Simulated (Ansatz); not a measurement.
For LaGaHO2 (model structure, started from the SrVO2H type, P4/mmm, No. 123, 5 atoms in the cell), LDA (plane waves, PAW; Ansatz, a program for electronic structure) gives:

lattice parameter a: 4.034 Å
c axis length: 3.484 Å
bulk modulus B0: 141 GPa

Q: What does r²SCAN (Ansatz, plane waves, PAW) give for the same quantities?

A: 
- lattice constant a: 4.108 Å (increases by 1.8 %)
- lattice parameter c: 3.522 Å (grows by 1.1 %)
- bulk modulus: 128 GPa (decreases by 9.2 %)

Changes are worked out from the printed values.

Unless a cell is named, each level is at its own relaxed cell (LDA 11.34, r²SCAN 11.89 Å³/atom).

Caveats: the bulk modulus is −V dP/dV from two relaxed cells at ±2 % in volume (LDA, r²SCAN). Ansatz's density-functional and Hartree–Fock values are scalar-relativistic unless marked +SOC, with PAW data made under PBE.

A model structure was made by putting elements into a prototype or built by hand; it is no filed structure, need not be a known phase, and can be a saddle point held by its symmetry.
